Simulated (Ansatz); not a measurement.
Base system: CdS in the wurtzite structure (space group P6_3mc, No. 186; a = 4.123 Å, c = 6.711 Å). Axes: x lies along a and z along c of the hexagonal cell.

The values are results of PBEsol/PAW in Ansatz (a program for electronic structure), no SOC, not measurements.

Before the change:

The valence-band top at Γ is 0.00, 0.00, -0.05 eV and the shortest interatomic distance is 2.521 Å.

Now apply this change: uniaxial strain ε_xx = −1.54 %, all other strain components held at zero, atoms relaxed at fixed cell.

Estimate the effect on the valence-band top at Γ.

The valence-band top at Γ (three highest levels, from the VBM) goes from 0.00, 0.00, -0.05 eV to 0.00, -0.05, -0.10 eV.

What does the calculation give for the stress after the change?

The stress (xx, yy, zz, yz, xz, xy; compression positive) amounts to (1.35, 0.84, 0.72, 0.00, 0.00, 0.00) GPa.

What happens to the energy relative to the base?

The energy grows by 1.6 meV/atom.

What does the calculation give for the shortest interatomic distance after the change?

The shortest interatomic distance drops by 0.014 Å to 2.507 Å.

The levels and masses belong to the bands next to the band gap. Stability against distortions was not tested.
